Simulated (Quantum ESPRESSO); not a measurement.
Troubleshooting Quantum ESPRESSO: a failed run on TiC (Fm-3m, 2 atoms in the cell). The aim is a self-consistent single point with DFT, LDA (PZ), plane waves, PSlibrary PAW (LDA) pseudopotentials.

Input:

```fortran
&CONTROL
    calculation = 'scf',
    prefix = 'scf',
    outdir = './out',
    pseudo_dir = './',
    tprnfor = .true.,
    tstress = .true.,
/
&SYSTEM
    ibrav = 0,
    nat = 2,
    ntyp = 2,
    ecutwfc = 60,
    ecutrho = 660,
    occupations = 'smearing',
    smearing = methfessel-paxton,
    degauss = 0.0073499,
/
&ELECTRONS
    conv_thr = 1.0d-9,
/
ATOMIC_SPECIES
Ti    47.8670  Ti.pz-spn-kjpaw_psl.1.0.0.UPF
C     12.0110  C.pz-n-kjpaw_psl.1.0.0.UPF
ATOMIC_POSITIONS {bohr}
Ti    0.000000000    0.000000000    0.000000000
C     4.156053879    4.156053879    4.156053879
K_POINTS {automatic}
9 9 9  0 0 0
CELL_PARAMETERS {angstrom}
   0.000000000     2.199289000     2.199289000
   2.199289000     0.000000000     2.199289000
   2.199289000     2.199289000     0.000000000
```

Output, abridged:

```
     This program is part of the open-source Quantum ESPRESSO suite
     for quantum simulation of materials; please cite

 %%%%%%%%%%%%%%%%%%%%%%%%%%%%%%%%%%%%%%%%%%%%%%%%%%%%%%%%%%%%%%%%%%%%%%%%%%%%%%
     Error in routine  read_namelists (1):
      bad line in namelist &system: "    degauss = 0.0073499," (error could be in the previous line)
 %%%%%%%%%%%%%%%%%%%%%%%%%%%%%%%%%%%%%%%%%%%%%%%%%%%%%%%%%%%%%%%%%%%%%%%%%%%%%%

     stopping ...
```

Q: Read the log: what does the program object to, and what is the fix?

A: The fault is a string without quotes in a namelist. Fortran namelists need character values in quotes. To fix it, quote the value. The program stopped before any SCF iteration.

An input that runs soundly differs in these lines (not the only fix; some lines may just follow from the change or write a value another way):
```diff
-    smearing = methfessel-paxton,
+    smearing = 'methfessel-paxton',
```

With that input, the run converged in 15 iterations: free energy E − TS -2693.0591 eV; Fermi level (on the code's own zero) 13.61 eV; pressure -21.45 GPa (DFT, LDA (PZ), plane waves, PSlibrary PAW (LDA) pseudopotentials).

On the sound input: the starting cell comes from a database of computed structures (which also holds hypothetical and non-ambient phases and stackings), without a prior relaxation at this level. Its lattice was rescaled by a random factor within 2.5 % of one. Spin polarisation is off. With a pressure of about -21 GPa the cell is away from its equilibrium volume at this level.
